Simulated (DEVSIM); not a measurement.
System: GaP/Si n-p heterojunction, at 400 K.

```csv
layer (left to right),material,thickness (μm),Nd (cm⁻³),Na (cm⁻³),τn (s),τp (s)
1,GaP,1.20,1.4e15,-,1.2e-6,1.2e-6
2,Si,0.210,-,1.4e18,1.2e-6,1.2e-6
```

Left contact: ohmic. Right contact: ohmic. Voltage is applied to the left contact. Recombination: SRH at mid-gap, radiative. Mobility is μmin + (μ − μmin)/(1 + (N/Nref)^α).

Constants are typed, rounded textbook-type inputs, not results; the design itself was drawn at random and stands for no fabricated device. Values at 300 K; Nc and Nv go as T^1.5, mobilities as T to minus their exponent, the gap by Varshni's rule with the affinity fixed.

| parameter | GaP | Si |
|---|---|---|
| gap (eV) | 2.26 | 1.124 |
| affinity (eV) | 3.8 | 4.05 |
| permittivity | 11.1 | 11.7 |
| Nc (cm⁻³) | 1.8e19 | 2.86e19 |
| Nv (cm⁻³) | 1.9e19 | 3.1e19 |
| μn (cm²/Vs) | 250 | 1417 |
| μp (cm²/Vs) | 150 | 470 |
| μn,min | 10 | 52 |
| μp,min | 10 | 45 |
| Nref,n | 4.4e18 | 9.7e16 |
| Nref,p | 1e18 | 2.2e17 |
| αn | 0.8 | 0.68 |
| αp | 0.85 | 0.72 |
| T exponent of μn | 1.6 | 2.3 |
| T exponent of μp | 1.98 | 2.2 |
| B (cm³/s) | 1e-13 | 4.7e-15 |
| Varshni α (eV/K) | 0.00058 | 0.000473 |
| Varshni β (K) | 372 | 636 |

DEVSIM, 1D drift-diffusion, Boltzmann statistics, complete ionisation; no tunnelling, impact ionisation, image-force lowering or self-heating. Band offsets follow the typed affinities; no thermionic-emission limit at abrupt steps, no polarisation charge.

Problem. Tabulate band edges, carrier densities and field at -0.9 V on the left contact.

Solution. Energies count from the Fermi level of the right contact; mesh points crowd at the junctions.

```
x (μm)    Ec (eV)  Ev (eV)  n (cm⁻³)  p (cm⁻³)  field (V/cm)
--------  -------  -------  --------  --------  ------------
0.000       1.241   -0.976    1.4e15     < 1e2          -680
0.004794    1.241   -0.977    1.4e15     19000          -680
0.01513     1.240   -0.977    1.4e15     61000          -680
0.03490     1.239   -0.979    1.4e15    140000          -680
0.09601     1.234   -0.983    1.4e15    360000          -680
0.2042      1.227   -0.990    1.4e15    680000          -680
0.4112      1.213   -1.004    1.4e15   1100000          -670
0.8475      1.187   -1.030    1.2e15   1800000          -370
1.032       1.189   -1.029    7.1e14   2700000           790
1.118       1.200   -1.017    3.1e14   4200000          2000
1.163       1.211   -1.006    1.2e14   6000000          2900
1.188       1.219   -0.998    3.4e13   7700000          3400
1.197       1.222   -0.995    9.8e12   8400000          3600
1.201       0.974   -0.123    6.4e14    1.4e18          3000
1.209       0.975   -0.122    5.9e14    1.4e18           340
1.223       0.975   -0.122    5.5e14    1.4e18            11
1.249       0.975   -0.122    4.7e14    1.4e18           ≈ 0
1.304       0.975   -0.122    3.1e14    1.4e18           ≈ 0
1.368       0.975   -0.122    1.2e14    1.4e18           ≈ 0
1.391       0.975   -0.122    5.6e13    1.4e18           ≈ 0
1.403       0.975   -0.122    2.0e13    1.4e18           ≈ 0
1.410       0.975   -0.122     2.3e7    1.4e18           ≈ 0
```
